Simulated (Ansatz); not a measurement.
The starting structures come from a database of crystals and need not be the phases stable at ambient conditions.

The decay constant κ of evanescent states in the gap governs leakage through a thin film.

Given:

```xyz
2
Lattice="3.5127 0.0000 0.0000 0.0000 3.5127 0.0000 1.7563 1.7563 2.4839" Properties=species:S:1:pos:R:3 pbc="T T T"
Be     0.0000     0.0000     0.0000
S      1.7563     3.5127     1.2419
```

The cell is strained (all lengths scaled by 1.02); by r2SCAN it stands under a pressure of -5.3 GPa.

Transport runs along the normal of the first two printed cell vectors, the (001) plane of the conventional cell.

The gap is the functional's own, uncorrected, and κ follows it; spin-orbit coupling is left out. Mid-gap means the computed energy nearest the middle.

Predict the band gap and the smallest decay constant κ at mid-gap from r2SCAN run with Ansatz (an electronic-structure program).

Gap 3.71 eV on a 12×12×12 mesh; κ = 0.324 1/Å, at the zone centre.
